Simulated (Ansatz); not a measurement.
Nb₂B₂Si (model structure, started from the Ti2InB2 type, P-6m2, No. 187, 5 atoms in the cell): c axis length by level of theory

No measured value is used here.

```csv
level (code),value (Å)
LDA (Ansatz),6.912
PBE (Ansatz),7.006
PBEsol (Ansatz),6.952
r²SCAN (Ansatz),6.971
```

LDA, PBE, PBEsol, r²SCAN: the run has no spin polarisation, so it can have missed a magnetic state. Cutoffs differ between the levels. Ansatz's density-functional and Hartree–Fock values are scalar-relativistic unless marked +SOC, with PAW data made under PBE.

A model structure was made by putting elements into a prototype or built by hand; it is no filed structure, need not be a known phase, and can be a saddle point held by its symmetry.

Ansatz is an electronic-structure program.
